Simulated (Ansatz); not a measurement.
## Response to strain in Zr

The reference is Zr in the hcp (Mg type) structure (space group P6_3/mmc, No. 194; a = 3.1438 Å, c = 5.0928 Å; relaxed with 0.1 eV smearing). Axes: x lies along a and z along c of the hexagonal cell.

Strains are applied to the cell and any free atomic positions relax; under biaxial strain the out-of-plane vector relaxes too.

Computed with DFT with LDA, PAW potentials and a 420 eV plane-wave cutoff in Ansatz (an electronic-structure program), spin-orbit coupling left out.

Notes on the quantities. pressure: mean of the normal stresses, compression positive.

| change | volume per atom | pressure |
|---|---|---|
| base | 21.80 Å³ | 0.0 GPa |
| biaxial strain −3.00 %, plane normal [001], relaxed out of plane | 21.18 Å³ | 2.5 GPa |
| biaxial strain −2.50 %, plane normal [001], relaxed out of plane | 21.26 Å³ | 2.2 GPa |
| biaxial strain −2.00 %, plane normal [001], relaxed out of plane | 21.36 Å³ | 1.8 GPa |
| biaxial strain −1.50 %, plane normal [001], relaxed out of plane | 21.46 Å³ | 1.4 GPa |
| biaxial strain +0.50 %, plane normal [001], relaxed out of plane | 21.91 Å³ | -0.5 GPa |
| biaxial strain +1.50 %, plane normal [001], relaxed out of plane | 22.16 Å³ | -1.5 GPa |
| biaxial strain +2.00 %, plane normal [001], relaxed out of plane | 22.28 Å³ | -1.9 GPa |
| biaxial strain +2.50 %, plane normal [001], relaxed out of plane | 22.41 Å³ | -2.4 GPa |
| biaxial strain +3.00 %, plane normal [001], relaxed out of plane | 22.53 Å³ | -2.9 GPa |

Whether these cells are dynamically stable was not tested. All final runs are without spin polarisation.
